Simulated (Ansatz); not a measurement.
**Response to strain in CdTe**

Start from CdTe in the zinc blende structure (space group F-43m, No. 216).

```
CdTe
1.0
    0.00000     3.20432     3.20432
    3.20432     0.00000     3.20432
    3.20432     3.20432     0.00000
Cd Te
1 1
Direct
  0.00000   0.00000   0.00000
  0.25000   0.25000   0.25000
```

Cartesian axes are those of the cell as printed.

Strains are applied to the cell and any free atomic positions relax; under biaxial strain the out-of-plane vector relaxes too.

Method: LDA in Ansatz (plane waves to 420 eV, PAW, scalar-relativistic without spin-orbit coupling).

```csv
"biaxial strain, plane normal [001], relaxed out of plane (%)",out-of-plane strain (%)
-3,4.02
-2.5,3.37
-2,2.71
-1.5,?
-1,1.36
-0.5,0.70
0,0.00
```

Task: Fit ε⊥ = −νε + γε² (strains in %) to the rows shown and predict the withheld row.

Result: Least squares on the printed values gives ν = 1.38 (the biaxial Poisson response) and γ = -0.014 (largest residual 0.01 %); this predicts 2.04 %, and the run gives 2.03 %, in agreement.

No phonon test of stability was made.

Ansatz is an electronic-structure program.
